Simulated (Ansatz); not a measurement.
# Point defect B_Si+C_Si in silicon

These are PBE, PAW (plane waves to 420 eV; Ansatz, a quantum-chemistry and plane-wave program) values and carry that method's errors. A 2×2×2 supercell of 64 sites was used; the energies come from a 2×2×2 shifted sampling of its zone. Sites at the start: the Si site; Si 2.37 Å away. Energies of charged states are corrected for periodic images (point charge plus alignment at distant sites). Dielectric constants: PBE linear response of the host. Host gap at this level: 0.61 eV. A cell of this size leaves errors of a few tenths of an eV. Levels are measured in PBE's own, too narrow, gap. Spin–orbit coupling is left out. Each state is the lowest found from its start.

```
charge         moment (μB)  point group  largest move off a lattice site (Å)  image correction with alignment (eV)
------  ------------------  -----------  -----------------------------------  ------------------------------------
+1†     not spin-polarised            –                                 0.41                                 -0.14
0†                quenched            –                                 0.39                                  0.00
−1      not spin-polarised          C3v                                 0.39                                  0.29
```

† Not settled in this cell, so no level is given: charge +1: a level filled in part, carriers not clearly localised, level within 0.1 eV of a band edge or past it; charge 0: a level filled in part, carriers not clearly localised, level within 0.1 eV of a band edge or past it.

Point groups are those of the whole cell at tolerances of 0.03 and 0.1 Å ("near" where only the looser one holds); none is given for unsettled states.

Starting moments that weren't kept: charge 0 began with 1 μB and ended with 0.0.

Flagged in the runs: a doubtful potential alignment.

All states together cost roughly 30 core-minutes.
